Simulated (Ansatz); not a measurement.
Given:

End structure of the (31-40) surface of hcp Y in its 1x1 cell, outermost plane spacing 0.59 Å in the ideal cut:

```xyz
24
Lattice="5.6759 0.0000 0.0000 0.0000 13.1880 0.0000 0.0000 0.0000 26.5000" Properties=species:S:1:pos:R:3 pbc="T T T"
Y      1.4190     2.2128     8.2881
Y      4.2569     4.4073     8.9181
Y      1.4190    11.7537     9.0533
Y      4.2569     0.6786     9.6119
Y      1.4190     7.9201     9.8765
Y      4.2569    10.1564    10.5087
Y      1.4190     4.5759    10.8988
Y      4.2569     6.6417    11.5520
Y      1.4190     1.0174    11.5500
Y      4.2569     3.0838    12.1919
Y      1.4190    10.5553    12.4263
Y      4.2569    12.6619    13.0124
Y      1.4190     7.1201    13.4876
Y      4.2569     9.2267    14.0737
Y      1.4190     3.5102    14.3081
Y      4.2569     5.5766    14.9500
Y      1.4190    -0.0477    14.9480
Y      4.2569     2.0181    15.6012
Y      1.4190     9.6256    15.9913
Y      4.2569    11.8619    16.6235
Y      1.4190     5.9154    16.8881
Y      4.2569     8.0283    17.4467
Y      1.4190     2.1867    17.5819
Y      4.2569     4.3812    18.2119
```

Set-up: 24 atoms, 10.2 Å thick at the start (thin: gaps and levels are the slab's own); mesh 7x3x1; 0.1 eV smearing; dipole correction on; single point; on the structure that PBE left under its start's symmetry; no spin, no spin-orbit, no U.

Problem. What is the computed work function of the top face (r2SCAN, at the PBE geometry (Ansatz, a quantum-chemistry and plane-wave program))?

Solution. 3.13 eV

Problem. Estimate the surface energy (mean of both faces) that r2SCAN, at the PBE geometry returns for this input.

Solution. 67 meV/Å²
